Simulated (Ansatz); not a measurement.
# How far PBE and PBEsol part for hypothetical CsCl type InP, pressure 1.5 GPa

Start from InP in the CsCl type structure (space group Pm-3m, No. 221; a = 3.449 Å; a hypothetical phase, not in the database extracts checked).

(Cell as relaxed with PBE.)

Levels (all Ansatz, an electronic-structure program, PAW): PBE (420 eV, no spin-orbit coupling); PBEsol (420 eV, no spin-orbit coupling).

Each level relaxes its own structure.

```tsv
base	PBE	PBEsol
volume per atom	20.51 Å³	19.45 Å³
lattice parameter a	3.449 Å	3.388 Å
band gap	zero	zero
```

One thing is altered: cell and atoms relaxed at a pressure of 1.5 GPa.

| quantity | PBE | PBEsol |
|---|---|---|
| lattice parameter a | 3.423 Å | ? |
| band gap | zero | ? |

### Question
Predict the PBEsol column.

### Answer

- lattice parameter a, PBEsol: 3.367 Å
- band gap, PBEsol: zero

PBE's lattice parameter a lies 0.056 Å above PBEsol's (1.7 %); the two agree on the band gap. Neither level is exact; PBEsol is the comparison here, not a measurement.

Load acts through the strain it causes; cell and atoms are relaxed under it. Whether these cells are dynamically stable was not tested. All final runs are without spin polarisation.
